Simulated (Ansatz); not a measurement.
Base system: HgS in the zinc blende structure (space group F-43m, No. 216; a = 5.876 Å). Axes: x, y, z lie along the cube axes.

All numbers come from PBEsol (Ansatz, a first-principles code, PAW, no SOC).

Strains are applied to the cell and any free atomic positions relax; under biaxial strain the out-of-plane vector relaxes too.

One change was made to it. Results:

| quantity | base | after |
|---|---|---|
| energy relative to the base (free energy F) | 0 meV/atom | +0.3 meV/atom |
| pressure (mean of the normal stresses, compression positive) | 0.0 GPa | 0.0 GPa |

Q: What was done to the base?
A) tensor shear ε_yz = +0.64 %
B) isotropic strain −2.04 %
C) biaxial strain +2.26 %, plane normal [001], relaxed out of plane

A: A, tensor shear ε_yz = +0.64 %. For comparison, the energy relative to the base in the other runs: isotropic strain −2.04 % gives +19 meV/atom; biaxial strain +2.26 %, plane normal [001], relaxed out of plane gives +3.2 meV/atom.

The mesh was chosen for an insulator and is coarse for the gapless case. Whether these cells are dynamically stable was not tested. All final runs are without spin polarisation.
